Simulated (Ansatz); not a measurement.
Worked example: self-consistent single point of Ge (P3m1, 4 atoms in the cell) in Ansatz (a program for electronic structure).

Method of the run: LDA (PW92), default PAW files made with PBE (plane waves; Ansatz).

The change in words: lattice scaled by 0.98. Reference geometry:
```
Ge
1.0
    3.97760     0.00000     0.00000
   -1.98880     3.44470     0.00000
    0.00000     0.00000     6.56638
Ge
4
Direct
  0.66667   0.33333   0.07051
  0.33333   0.66667   0.93710
  0.33333   0.66667   0.56290
  0.66667   0.33333   0.43710
```

Reference input (self-consistent single point, DFT, LDA (PW92), plane waves, default PAW files made with PBE): basis.ecutwfc = 420 eV; kpoints.mp_grid.grid = 10 10 5; hamiltonian.xc = lda; hamiltonian.pseudopotentials = {kind: paw} (the program's default PAW files); scf.occupations.method = fermi_dirac; scf.occupations.width = 0.1 eV. This run's input differs from it in these lines:

```diff
@@ -3,5 +3,5 @@
   lattice:
-    - [3.977602, 0.000000, 0.000000]
-    - [-1.988801, 3.444704, 0.000000]
-    - [0.000000, 0.000000, 6.566383]
+    - [3.898050, 0.000000, 0.000000]
+    - [-1.949025, 3.375810, 0.000000]
+    - [0.000000, 0.000000, 6.435055]
   atoms:
```

The program printed (abridged):

```
SCF iter   1: F=—  HF=-16862.760898 eV  |F-HF|=—  |Δ(HF+E_count)|=         —  Δρ=4.67e-3  dr2=7.73e-3  ethr=1.77e-3  ⟨swp⟩=5.6  Hψ=7495  notcnv=0  defer=1
all-band conjugate gradients solve this SCF's bands
preconditioner: auto → Kerker (q_TF=auto, 2.547 Å⁻¹)
SCF iter   2: F=—  HF=-16862.755800 eV  |F-HF|=—  |Δ(HF+E_count)|=   5.10e-3  Δρ=2.85e-3  dr2=3.03e-3  ethr=1.38e-5  ⟨swp⟩=1.0  Hψ=2444  notcnv=0  defer=1
   [... lines left out ...]
SCF iter   5: F=—  HF=-16862.754982 eV  |F-HF|=—  |Δ(HF+E_count)|=   7.76e-5  Δρ=1.77e-4  dr2=1.45e-5  ethr=4.94e-8  ⟨swp⟩=2.0  Hψ=3595  notcnv=0  defer=1
SCF iter   6: F=—  HF=-16862.754972 eV  |F-HF|=—  |Δ(HF+E_count)|=   9.61e-6  Δρ=1.91e-5  dr2=6.89e-7  ethr=2.59e-8  ⟨swp⟩=2.0  Hψ=3592  notcnv=0  defer=1
SCF iter   7: F=—  HF=-16862.754972 eV  |F-HF|=—  |Δ(HF+E_count)|=   6.51e-8  Δρ=1.88e-5  dr2=2.21e-7  ethr=1.23e-9  ⟨swp⟩=2.0  Hψ=3405  notcnv=0  defer=1
SCF iter   8: F=-16862.754972 eV  HF=-16862.754972 eV  |F-HF|=6.82e-8  |Δ(HF+E_count)|=   1.66e-7  Δρ=6.48e-6  dr2=4.25e-8  ethr=1.79e-10  ⟨swp⟩=4.3  Hψ=6606  notcnv=0
SCF 1 converged in 8 iterations: F = -16862.754972 eV  dr2 = 4.25e-8
Free energy (F): -16862.754972 eV
Internal energy: -16862.746261 eV  (E = F + TS)
E sigma→0 (E₀):  -16862.750617 eV
Entropy (-TS):   -0.008711 eV (-2.178 meV/atom)
Fermi energy:    9.293668 eV
--- Forces (eV/Å), atoms counted from 1 ---
  atom   1  Ge    -0.00000000    -0.00000000    -0.68933355
  atom   2  Ge    -0.00000000     0.00000000     0.21737012
  atom   3  Ge    -0.00000000     0.00000000     0.10673033
  atom   4  Ge     0.00000000    -0.00000000     0.36522664
--- Stress (GPa, compression-positive) ---
        3.151605      -0.000000       0.000000
       -0.000000       3.151605      -0.000000
        0.000000      -0.000000       4.876106
  P = ⅓ Tr σ = 3.7264 GPa (37.264 kbar)
  The stress holds the Pulay correction. Without it, at fixed plane waves, as pw.x and ABINIT print it: P = 3.6965 GPa
```

The run converged in 8 iterations. Against the reference run the free energy goes up by 10.2 meV/atom, the pressure goes from -0.96 to 3.73 GPa and the largest force goes from 0.632 to 0.689 eV/Å.

The starting cell comes from a database of computed structures (which also holds hypothetical and non-ambient phases and stackings), without a prior relaxation at this level. Its lattice was rescaled by up to half a per cent. One atom was moved a little off its site on purpose. For this run, on top of that: lattice scaled by 0.98. With a pressure of about 4 GPa the cell is away from its equilibrium volume at this level. Ansatz's pressure includes its estimate of the finite-basis (Pulay) stress.

Keys are those of Ansatz 0.2.
